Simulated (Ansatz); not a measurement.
Consider Pb in the fcc (Cu type) structure (space group Fm-3m, No. 225; a = 4.9341 Å; relaxed with 0.1 eV smearing). Axes: x, y, z lie along the cube axes.

Structures relaxed with PBEsol in Ansatz (plane waves to 420 eV, PAW, no spin-orbit coupling).

Base:

Simulated powder pattern, Mo Kα, λ = 0.71073 Å (kinematic, ideal powder, no thermal factors, no anomalous dispersion; the 14 strongest lines at most, above 2 %, up to 2θ = 40°):

```tsv
2θ (°)	I/Imax (%)	hkl
14.33	100	(111)
16.56	52	(200)
23.51	42	(220)
27.64	53	(311)
28.89	15	(222)
33.49	7.4	(400)
36.59	22	(331)
37.58	21	(420)
```

After one change:

Simulated powder pattern, Mo Kα, λ = 0.71073 Å (kinematic, ideal powder, no thermal factors, no anomalous dispersion; the 14 strongest lines at most, above 2 %, up to 2θ = 40°):

```csv
2θ (°),I/Imax (%)
14.32,100
16.48,35
16.69,17
23.39,14
23.54,28
27.53,35
27.79,17
28.87,15
33.32,5.0
36.43,7.6
36.63,15
37.38,7.0
37.48,6.9
37.78,6.7
```

Q: Which change produced these results?
A) biaxial strain −1.50 %, plane normal [001], relaxed out of plane
B) biaxial strain −2.50 %, plane normal [001], relaxed out of plane
C) biaxial strain +0.50 %, plane normal [001], relaxed out of plane
D) biaxial strain +2.00 %, plane normal [001], relaxed out of plane

A: C, biaxial strain +0.50 %, plane normal [001], relaxed out of plane. Its volume per atom is 30.10 Å³ against 30.03 Å³, and its space group is I4/mmm (No. 139).

No phonon test of stability was made.

Ansatz is a quantum-chemistry and plane-wave program.
